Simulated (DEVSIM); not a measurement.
Device: GaAs p-i-n diode, at 300 K.

Layer 1 from the left is GaAs, thickness (μm) 0.150, Na (cm⁻³) 2.8e17, τn (s) 1.7e-8, τp (s) 1.7e-8. Layer 2 from the left is GaAs, thickness (μm) 4.30, Nd (cm⁻³) 3.8e13, τn (s) 1.7e-8, τp (s) 1.7e-8. Layer 3 from the left is GaAs, thickness (μm) 2.00, Nd (cm⁻³) 2e17, τn (s) 1.7e-8, τp (s) 1.7e-8.

Left contact: ohmic. Right contact: ohmic. Voltage is applied to the left contact. Recombination: SRH at mid-gap, Auger. Mobility is μmin + (μ − μmin)/(1 + (N/Nref)^α).

The device is made up for the run: typed textbook-type constants, with dimensions and the other settings drawn at random. Values at 300 K.

GaAs: gap (eV) 1.424, affinity (eV) 4.07, permittivity 12.9, Nc (cm⁻³) 4.7e17, Nv (cm⁻³) 9e18, μn (cm²/Vs) 8500, μp (cm²/Vs) 400, μn,min 500, μp,min 20, Nref,n 6e16, Nref,p 1.5e17, αn 0.39, αp 0.38, Cn (cm⁶/s) 1e-30, Cp (cm⁶/s) 1e-30.

Simulated with DEVSIM: 1D drift-diffusion, Boltzmann statistics, complete ionisation; no tunnelling, impact ionisation, image-force lowering or self-heating.

Task: What does the simulation give for the potential step across the device at zero bias, the dark forward voltage at 1 A/cm²?

Result: potential step across the device at zero bias 1.312 V; dark forward voltage at 1 A/cm² 0.974 V.
